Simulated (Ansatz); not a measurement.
Start from AlBO3 (space group R-3c, No. 167; a = 4.4753 Å, c = 13.7376 Å (hexagonal axes)).

Method: PBEsol, PAW, 420 eV (Ansatz, an electronic-structure program; no spin-orbit coupling).

For the base:

- Valence-band top at Γ: 0.00, 0.00, -0.84 eV
- Band gap: 5.80 eV
- Gap character: indirect, Γ → k = (0.222, 0.222, 0.222) in the run's primitive reciprocal basis

Now apply this change: an isotropic linear strain of +2.40 %, atoms relaxed at fixed cell.

How does this affect the valence-band top at Γ, band gap and gap character?

The valence-band top at Γ (three highest levels, from the VBM) goes from 0.00, 0.00, -0.84 eV to 0.00, 0.00, -0.81 eV; the band gap decreases by 0.31 eV to 5.49 eV; the gap character changes from indirect, Γ → k = (0.222, 0.222, 0.222) in the run's primitive reciprocal basis to direct at Γ.

No phonon test of stability was made.
